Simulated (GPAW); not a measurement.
# Short convergence ladders for Pd (Fm-3m, 1 atom in the cell)

```
Pd
1.0
    0.00000     1.95084     1.95084
    1.95084     0.00000     1.95084
    1.95084     1.95084     0.00000
Pd
1
Direct
  0.00000   0.00000   0.00000
```

Base method: PBE, GPAW PAW datasets PBE (gpaw-data 1.0.1) (plane waves; GPAW).

Base settings: mode = pw; ecut = 600 eV; xc = PBE; kpts = 10 10 10; mesh shift (steps) = 0 0 0; occupations.name = fermi-dirac; occupations.width = 0.1 eV; nbands = -9; convergence.density = 1e-05 e/electron; convergence.energy = 1e-05 eV/electron.

The count of work is k-points × plane waves × bands × iterations; it is no time. Core times come from one kind of shared machine, to one figure; runs under 30 s give none.

**The width of Gaussian smearing**

In this ladder: kpts = 16 16 16; occupations.name = methfessel-paxton; occupations.order = 0.

Narrow widths need finer meshes than wide ones, so the last steps can hold mesh noise.

Only quantities that move along the ladder and can be compared are tabulated; pressure and forces are left out, as mesh noise rules them at narrow widths.

| occupations.width | free energy less the last step's (meV/atom) | energy extrapolated to zero width less the last step's (meV/atom) |
|---|---|---|
| 1 eV | -337.29 | -73.40 |
| 0.5 eV | -111.14 | -19.98 |
| 0.3 eV | -45.41 | -4.88 |
| 0.2 eV | -20.71 | -1.12 |
| 0.1 eV | -4.29 | -0.03 |
| 0.05 eV | 0.00 | 0.00 |

Widest occupations.width that holds the energy extrapolated to zero width within 1 meV/atom of the last step, with all finer ones: 0.1 eV; the step before is off by 1.1 meV/atom.

Widest occupations.width that holds the free energy within 5 meV/atom: not settled: the last two steps still differ by 4.3 meV/atom, over half the tolerance, so the ladder does not show it.

The extrapolation to zero width removes most of the smearing's effect on the energy.

**The mesh under tetrahedron occupations**

In this ladder: occupations.name = improved-tetrahedron-method; occupations.width = default.

Only quantities that move along the ladder and can be compared are tabulated.

```tsv
kpts	free energy less the last step's (meV/atom)	pressure (GPa)	count of work / last	core time / last (rough)
6 6 6	-62.41	5.39	0.023	–
7 7 7	1.88	6.56	0.021	–
9 9 9	-8.47	5.84	0.036	–
11 11 11	4.81	5.94	0.058	–
14 14 14	3.43	5.83	0.11	–
18 18 18	-1.04	5.65	0.20	0.2
22 22 22	0.86	5.69	0.31	0.3
27 27 27	-0.04	5.65	0.53	0.5
34 34 34	0.00	5.63	1.0	1
```

Coarsest kpts that holds the free energy within 0.5 meV/atom of the last step, with all finer ones: 27 27 27; the step before is off by 0.86 meV/atom.

Coarsest kpts that holds the pressure within 0.05 GPa of the last step, with all finer ones: 27 27 27; the step before is off by 0.06 GPa.

On the base run: the starting cell has typed, rounded lattice constants, without a prior relaxation at this level. Its lattice was rescaled by up to half a per cent. Spin polarisation is off. In the base run, with a pressure of about 6 GPa the cell is away from its equilibrium volume at this level.

Left out of this page: 2 runs of the series outside the window shown, repeating another row's setting, or not comparable.
